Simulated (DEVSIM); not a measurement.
Device: W/Si3N4/n-Ge capacitor, at 300 K.

```tsv
layer (left to right)	material	thickness (nm)	Nd (cm⁻³)
1	Si3N4	4.40	-
2	Ge	520	1.3e18
```

Metal gate on the left, work function 4.6 eV. Fixed charge at the semiconductor interface 4.3e10 cm⁻² (in units of +e); no interface traps.

Constants are typed, rounded textbook-type inputs, not results; the design itself was drawn at random and stands for no fabricated device. Values at 300 K.

```csv
parameter,Si3N4,Ge
gap (eV),5.1,0.664
affinity (eV),2.1,4
permittivity,7.5,16
Nc (cm⁻³),-,1.04e19
Nv (cm⁻³),-,6e18
```

Model (solved in DEVSIM): 1D Poisson equation in equilibrium, Boltzmann statistics, complete ionisation; no quantum confinement or tunnelling. Metal contacts follow the ideal Schottky-Mott rule: no Fermi-level pinning, no interface dipoles.

The substrate doping was swept, all else fixed.

```
substrate doping (cm^-3)  flat-band voltage (V)  minimum of the low-frequency capacitance (μF/cm²)
------------------------  ---------------------  -------------------------------------------------
6.5e16                                     0.46                                                  ?
1.3e17                                     0.48                                              0.190
2.6e17                                     0.50                                              0.248
6.5e17                                     0.52                                              0.344
1.3e18                                     0.54                                              0.424
2.6e18                                     0.56                                              0.530
```

**Question.** Some entries are withheld; supply them.

**Answer.** 
- 6.5e16, minimum of the low-frequency capacitance (μF/cm²): 0.149
